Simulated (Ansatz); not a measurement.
WN3 (model structure, started from the ReO3 type, Pm-3m, No. 221, 4 atoms in the cell), treated with LDA (Ansatz, a first-principles code, PAW).

Run with plane-wave cutoff 520 eV, 14×14×14 k mesh, Fermi–Dirac smearing 0.05 eV, no spin polarisation, scalar-relativistic PAW data made under PBE.

Cell (relaxed at this level):

```xyz
4
Lattice="3.9005 0.0000 0.0000 0.0000 3.9005 0.0000 0.0000 0.0000 3.9005" Properties=species:S:1:pos:R:3 pbc="T T T"
W      0.0000     0.0000     0.0000
N      0.0000     1.9502     0.0000
N      1.9502     0.0000     0.0000
N      0.0000     0.0000     1.9502
```

Q: Estimate the bulk modulus B0 that the calculation returns.

A: 
- bulk modulus B0: 212 GPa

Note: the run has no spin polarisation, so it can have missed a magnetic state; the bulk modulus is −V dP/dV from two relaxed cells at ±2 % in volume; the relaxation could raise the start's symmetry but not lower it, so the cell can be a saddle point.

Spin–orbit coupling is not included; it can open a gap where bands touch, and shift volumes and moduli.

A model structure was made by putting elements into a prototype or built by hand; it is no filed structure, need not be a known phase, and can be a saddle point held by its symmetry.
